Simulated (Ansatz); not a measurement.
The starting structures come from a database of crystals and need not be the phases stable at ambient conditions.

 Where the default PAW files enter, the runs use the earlier of Ansatz's two default sets.

Tunnelling through a barrier is set by its complex band structure: the current falls as exp(−2κd) with the smallest κ.

Input:

```yaml
crystal:
  lattice:
    - [4.11037, 0.00000, 0.00000]
    - [0.00000, 5.62757, 0.00000]
    - [2.05519, 0.00000, 6.71950]
  atoms:
    - { symbol: Ba, position: [0.63491, 0.75000, 0.73017] }
    - { symbol: Ba, position: [0.36509, 0.25000, 0.26983] }
    - { symbol: Mg, position: [0.90145, 0.75000, 0.19711] }
    - { symbol: Mg, position: [0.09855, 0.25000, 0.80289] }
    - { symbol: H, position: [0.80824, 0.99560, 0.38352] }
    - { symbol: H, position: [0.19176, 0.00440, 0.61648] }
    - { symbol: H, position: [0.19176, 0.49560, 0.61648] }
    - { symbol: H, position: [0.80824, 0.50440, 0.38352] }
    - { symbol: H, position: [0.41573, 0.75000, 0.16855] }
    - { symbol: H, position: [0.58427, 0.25000, 0.83145] }
    - { symbol: H, position: [0.00000, 0.00000, 0.00000] }
    - { symbol: H, position: [0.00000, 0.50000, 0.00000] }
```

Space group of this cell: Cmcm. The cell was relaxed by PBE-D3(BJ); by r2SCAN its mean pressure is 1.5 GPa.

Transport runs along the normal of the first two printed cell vectors.

The gap is the functional's own. No spin-orbit coupling. Mid-gap values are interpolated on the energy grid.

Question: Predict the band gap and the smallest decay constant κ at mid-gap from r2SCAN (Ansatz, a quantum-chemistry and plane-wave program).

Answer: Gap 2.73 eV on a 8×6×8 mesh; κ = 0.319 1/Å, at (0.250, 0.333) of the in-plane reciprocal vectors. At the zone centre, at the nearest computed energy, the slowest state has κ = 0.32 1/Å.
